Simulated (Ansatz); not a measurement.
Results of PBE0 in Ansatz (plane waves, PAW) for MoS2 (P6₃/mmc, No. 194, 6 atoms in the cell; start mp-1018809).

From the output:

```
WARN output.stress: scf.exx.energy_threshold = 1e-6 eV is looser than the 6e-8 eV advised for a stress under a hybrid functional (1e-8 eV for each atom of the …
Crystal: 6 atoms, lattice volume = 111.497 Å³
Basis set: ecut = 460 eV, 2541 PW (Γ), exchange–correlation on 48×48×192 points (8 copies of the dense FFT grid, shifted against one another)
Bands: 32, of which v1, the nominal top of the filled ones, is band 26 counted from 1 (25 counted from 0)
Symmetry: 24 space group operations
Space group: P63/mmc (ITA 194), of the structure as read, at distance tolerance 4.8e-5 Å
k-points: 24 of 162
Initial density: superposition of atomic densities (chi_scale 0.1, normalization cell, long waves kept (reshape's long-wave potential 0.10 eV rms))
Functional: x = pbe(κ = 0.804, μ = 0.2195149727645171), c = pbe(β = 0.06672455060314922), warm-up for x = 0.75 pbe(κ = 0.804, μ = 0.2195149727645171) + 0.25 exact, c = pbe(β = 0.06672455060314922)
SCF iter   1: F=—  HF=-13527.070169 eV  |F-HF|=—  |Δ(HF+E_count)|=         —  Δρ=5.94e-2  dr2=4.99e0
SCF iter   2: F=—  HF=-13525.822828 eV  |F-HF|=—  |Δ(HF+E_count)|=    1.25e0  Δρ=2.96e-2  dr2=1.39e0
  ...
Crystal: 6 atoms, lattice volume = 111.497 Å³
Initial density: handed on by an earlier stage of this run
Functional: x = 0.75 pbe(κ = 0.804, μ = 0.2195149727645171) + 0.25 exact, c = pbe(β = 0.06672455060314922)
Crystal: 6 atoms, lattice volume = 111.497 Å³
SCF iter   5: F=—  HF=-13531.666236 eV  |F-HF|=—  |Δ(HF+E_count)|=   9.67e-9  Δρ=1.02e-6  dr2=7.88e-10
SCF iter   6: F=-13531.666236 eV  HF=-13531.666236 eV  |F-HF|=2.91e-11  |Δ(HF+E_count)|=  2.02e-10  Δρ=1.31e-7  dr2=2.05e-10
SCF 3 converged in 6 iterations: F = -13531.666236 eV  dr2 = 2.05e-10
Free energy (F): -13531.666236 eV
Internal energy: -13531.666236 eV  (E = F + TS)
E sigma→0 (E₀):  -13531.666236 eV
Fermi energy:    10.529473 eV
--- Forces (eV/Å), atoms counted from 1 ---
  atom   1  Mo     0.00000000     0.00000000     0.00000000
  atom   2  Mo     0.00000000    -0.00000000     0.00000000
  atom   3  S     -0.00000000    -0.00000000    -0.21465911
  atom   4  S     -0.00000000     0.00000000     0.21465911
  atom   5  S      0.00000000     0.00000000    -0.21465911
  atom   6  S      0.00000000    -0.00000000     0.21465911
--- Stress (GPa, compression-positive) ---
        0.370565       0.000000       0.000000
        0.000000       0.370565       0.000000
        0.000000       0.000000      -0.738274
  P = ⅓ Tr σ = 0.0010 GPa (0.010 kbar)
```

Problem. Write an input file that could have produced this run (the log leaves some choices open).

Solution. Several could match; the one computed here: 
Ansatz 0.2 input:
```yaml
crystal:
  lattice:
    - [3.1426496554, 0.0, 0.0]
    - [-1.5713248277, 2.7216144367, 0.0]
    - [0.0, 0.0, 13.0359047006]
  atoms:
    - { symbol: Mo, position: [0.0, 0.0, 0.25] }
    - { symbol: Mo, position: [0.0, 0.0, 0.75] }
    - { symbol: S, position: [0.3333333333, 0.6666666667, 0.3695218766] }
    - { symbol: S, position: [0.6666666667, 0.3333333333, 0.6304781234] }
    - { symbol: S, position: [0.6666666667, 0.3333333333, 0.8695218766] }
    - { symbol: S, position: [0.3333333333, 0.6666666667, 0.1304781234] }
basis:
  ecutwfc: 460
  ecutrho_ratio: 4
  xc_grid: 2
kpoints:
  mp_grid: { grid: [9, 9, 2] }
  band_path: { path: [[0, 0, 0], [0.179687, 0.177083, 0.0]], npoints: 1 }
hamiltonian:
  xc: pbe0
  dispersion: none
  pseudopotentials: { azcp: { folder: ./paw }, kind: paw }
scf:
  occupations: { method: fermi_dirac, width: 0.01 }
  convergence: { dr2_threshold: 0.0000000006 }
output:
  forces: true
  stress: true
  eigenvalues: true
  write_bands: true
```

The PAW data were made under PBE.

Note: cell and atoms aren't relaxed at this level (largest force component 0.21 eV/Å). Note: the cell has widely spaced layers and the level no dispersion term, so their spacing and the moduli can rest on weak binding.

A start named mp-… is a Materials Project structure, which need not be a measured phase.

Ansatz is a quantum-chemistry and plane-wave program.
